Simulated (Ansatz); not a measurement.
Band structure of La₁₂InCo₆ (Im-3, 19 atoms in the cell).

```
CELL_PARAMETERS angstrom
     -5.02110     5.02110     5.02110
      5.02110    -5.02110     5.02110
      5.02110     5.02110    -5.02110
ATOMIC_POSITIONS crystal
  La 0.81144 0.68998 0.50142
  La 0.18856 0.31002 0.49858
  La 0.18856 0.68998 0.87854
  La 0.81144 0.31002 0.12146
  La 0.50142 0.81144 0.68998
  La 0.49858 0.18856 0.31002
  La 0.87854 0.18856 0.68998
  La 0.12146 0.81144 0.31002
  La 0.68998 0.50142 0.81144
  La 0.31002 0.49858 0.18856
  La 0.68998 0.87854 0.18856
  La 0.31002 0.12146 0.81144
  In 0.00000 0.00000 0.00000
  Co 0.88286 0.38286 0.50000
  Co 0.11714 0.61714 0.50000
  Co 0.50000 0.88286 0.38286
  Co 0.50000 0.11714 0.61714
  Co 0.38286 0.50000 0.88286
  Co 0.61714 0.50000 0.11714
```

Method: PBEsol, default PAW files made with PBE (plane waves; Ansatz, an electronic-structure program).

Settings: kpoints.mp_grid.grid = 3 3 3; hamiltonian.xc = pbesol; hamiltonian.pseudopotentials = {kind: paw} (the program's default PAW files); scf.occupations.method = fermi_dirac; scf.occupations.width = 0.0073 Ry; kpoints.band_path.npoints = 16.

The starting cell comes from a database of computed structures (which also holds hypothetical and non-ambient phases and stackings), without a prior relaxation at this level. Its lattice was rescaled by a random factor within 2.5 % of one. Spin polarisation is off.

Levels in eV from the Fermi level, bands 121 to 128:
```json
[
 {"point": "Γ", "121": "-0.33", "122": "-0.19", "123": "-0.19", "124": "-0.19", "125": "0.28", "126": "0.28", "127": "0.48", "128": "0.48"},
 {"point": "H", "121": "-0.04", "122": "-0.04", "123": "-0.04", "124": "-0.03", "125": "-0.03", "126": "0.04", "127": "0.04", "128": "0.04"},
 {"point": "N", "121": "-0.32", "122": "-0.28", "123": "-0.17", "124": "-0.13", "125": "0.09", "126": "0.30", "127": "0.40", "128": "0.52"},
 {"point": "P", "121": "-0.13", "122": "-0.03", "123": "-0.03", "124": "-0.03", "125": "0.24", "126": "0.24", "127": "0.24", "128": "0.38"}
]
```

Bands cross the Fermi level along this path, so the cell is metallic at this level.

Keys are those of Ansatz 0.2.
